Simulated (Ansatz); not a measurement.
# Several settings converged on NiPtF₆ (R3, 8 atoms in the cell)

```
CELL_PARAMETERS angstrom
      2.46330     1.42219     4.56441
     -2.46330     1.42219     4.56441
      0.00000    -2.84437     4.56441
ATOMIC_POSITIONS crystal
  Ni 0.00365 0.00365 0.00365
  Pt 0.50000 0.50000 0.50000
  F  0.90388 0.25259 0.59311
  F  0.09612 0.74741 0.40689
  F  0.59311 0.90388 0.25259
  F  0.40689 0.09612 0.74741
  F  0.25259 0.59311 0.90388
  F  0.74741 0.40689 0.09612
```
Moments meant for the start (each program seeds them in its own way; μB, in the order of the atoms Ni Pt F F F F F F): 2.0 0.0 0.0 0.0 0.0 0.0 0.0 0.0.

Base method: PBEsol, default PAW files made with PBE (plane waves; Ansatz, a program for electronic structure).

Base settings: basis.ecutwfc = 420 eV; kpoints.mp_grid.grid = 3 3 3; hamiltonian.xc = pbesol; hamiltonian.pseudopotentials = {kind: paw} (the program's default PAW files); magnetization.spin_polarized = true; scf.occupations.method = fermi_dirac; scf.occupations.width = 0.02 eV.

The count of work is k-points × plane waves × bands × iterations; it is no time. 

**The cutoff for other potential files**

Level: DFT, PBEsol, plane waves, harder PAW files (source: ansatz) made with PBE.

In this ladder: hamiltonian.pseudopotentials = {kind: paw, source: ansatz}.

The second cell is the first with its lattice scaled by 0.98.

The mesh stays at the base's, so the ladder's end is converged at best in this setting alone.

The first pressure column holds Ansatz's estimate of the finite-basis (Pulay) stress, which hides part of the cutoff error; the other is without it.

Only quantities that move along the ladder and can be compared are tabulated.

```tsv
basis.ecutwfc	free energy less the last step's (meV/atom)	energy of the compressed cell less the first (meV/atom)	pressure (GPa)	pressure without the Pulay estimate (GPa)	largest difference of a force vector from the last step's (eV/Å)	count of work / last
470 eV	2838.45	5.75	-3.51	-157.58	0.160	0.11
580 eV	659.57	0.57	-2.92	-49.26	0.041	0.17
735 eV	69.53	8.64	-2.72	-9.72	0.005	0.21
890 eV	5.80	7.24	-2.73	-3.46	0.001	0.27
1050 eV	1.26	7.28	-2.73	-2.76	0.000	0.35
1260 eV	1.03	7.27	-2.73	-2.74	0.000	0.47
1575 eV	0.49	7.26	-2.74	-2.76	0.000	0.65
2100 eV	0.00	7.26	-2.74	-2.76	0.000	1.0
```

Coarsest basis.ecutwfc that holds the pressure within 0.1 GPa of the last step, with all finer ones: 735 eV, at 0.21 of the last step's count of work; the step before is off by 0.19 GPa.

Coarsest basis.ecutwfc that holds the pressure without the Pulay estimate within 0.2 GPa of the last step, with all finer ones: 1050 eV, at 0.35 of the last step's count of work; the step before is off by 0.70 GPa.

Coarsest basis.ecutwfc that holds the free energy within 5 meV/atom of the last step, with all finer ones: 1050 eV, at 0.35 of the last step's count of work; the step before is off by 5.8 meV/atom.

The energy difference between the two cells stays within 1 meV/atom of the last step's from 890 eV on, the total only from 1575 eV on: much of the error is common to both cells and cancels.

At the lowest cutoff the pressure without the Pulay estimate lies 155 GPa under the last step's, the usual sign of Pulay stress in an incomplete plane-wave basis.

**The density cutoff**

The mesh stays at the base's, so the ladder's end is converged at best in this setting alone.

Only quantities that move along the ladder and can be compared are tabulated.

```csv
basis.ecutrho_ratio,free energy less the last step's (meV/atom),pressure (GPa),largest difference of a force vector from the last step's (eV/Å)
2,-3.77,-1.95,0.028
3,0.12,-2.79,0.000
4,0.00,-2.76,0.000
5,0.00,-2.76,0.000
6,0.00,-2.76,0.000
8,0.00,-2.76,0.000
10,0.00,-2.76,0.000
12,0.00,-2.76,0.000
16,0.00,-2.76,0.000
```

Coarsest basis.ecutrho_ratio that holds the forces within 0.005 eV/Å of the last step, with all finer ones: 3; the step before is off by 0.028 eV/Å.

Coarsest basis.ecutrho_ratio that holds the free energy within 2 meV/atom of the last step, with all finer ones: 3; the step before is off by 3.8 meV/atom.

Coarsest basis.ecutrho_ratio that holds the pressure within 0.5 GPa of the last step, with all finer ones: 3; the step before is off by 0.81 GPa.

**The relaxed cell against the cutoff**

On NiPtF6 (R-3, 8 atoms in the cell): atoms on their sites.

In this ladder: relax = cell and atoms.

The mesh stays at the base's, so the ladder's end is converged at best in this setting alone.

Only quantities that move along the ladder and can be compared are tabulated.

| basis.ecutwfc | relaxed volume (Å³/atom) | relaxation steps |
|---|---|---|
| 295 eV | 11.869 | 69 |
| 355 eV | 11.947 | 14 |
| 420 eV | 11.916 | 7 |
| 505 eV | 11.915 | 6 |
| 630 eV | 11.913 | 6 |
| 840 eV | 11.912 | 6 |

Coarsest basis.ecutwfc that holds the relaxed volume within 0.012 Å³/atom of the last step, with all finer ones: 420 eV; the step before is off by 0.035 Å³/atom.

At the lowest cutoff the cell relaxes to a volume 0.4 % smaller than at the highest. Ansatz relaxes on a stress corrected for the finite basis.

On the base run: the starting cell comes from a database of computed structures (which also holds hypothetical and non-ambient phases and stackings), without a prior relaxation at this level. Its lattice was rescaled by up to half a per cent. One atom was moved a little off its site on purpose. With one magnetic atom in the cell only a parallel order is possible.

Left out of this page: 2 runs of the series failed or unconverged.

Keys are those of Ansatz 0.2.
